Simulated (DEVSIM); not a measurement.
Device: Si p+/n-/n+ power diode, at 250 K.

Layer 1 from the left is Si, thickness (μm) 0.720, Na (cm⁻³) 8.9e18, τn (s) 3.3e-5, τp (s) 3.3e-5. Layer 2 from the left is Si, thickness (μm) 4.00, Nd (cm⁻³) 1.1e16, τn (s) 3.3e-5, τp (s) 3.3e-5. Layer 3 from the left is Si, thickness (μm) 2.20, Nd (cm⁻³) 1.1e18, τn (s) 3.3e-5, τp (s) 3.3e-5.

Left contact: ohmic. Right contact: ohmic. Voltage is applied to the left contact. Recombination: SRH at mid-gap, Auger. Mobility is μmin + (μ − μmin)/(1 + (N/Nref)^α).

The device is made up for the run: typed textbook-type constants, with dimensions and the other settings drawn at random. Values at 300 K; Nc and Nv go as T^1.5, mobilities as T to minus their exponent, the gap by Varshni's rule with the affinity fixed.

Si: gap (eV) 1.124, affinity (eV) 4.05, permittivity 11.7, Nc (cm⁻³) 2.86e19, Nv (cm⁻³) 3.1e19, μn (cm²/Vs) 1417, μp (cm²/Vs) 470, μn,min 52, μp,min 45, Nref,n 9.7e16, Nref,p 2.2e17, αn 0.68, αp 0.72, T exponent of μn 2.3, T exponent of μp 2.2, Cn (cm⁶/s) 2.8e-31, Cp (cm⁶/s) 9.9e-32, Varshni α (eV/K) 0.000473, Varshni β (K) 636.

Model (solved in DEVSIM): 1D drift-diffusion, Boltzmann statistics, complete ionisation; no tunnelling, impact ionisation, image-force lowering or self-heating.

**Question.** What does the simulation give for the potential step across the device at zero bias, the dark forward voltage at 100 A/cm², the dark forward voltage at 1 A/cm²?

**Answer.** potential step across the device at zero bias 1.051 V; dark forward voltage at 100 A/cm² 0.926 V; dark forward voltage at 1 A/cm² 0.825 V.
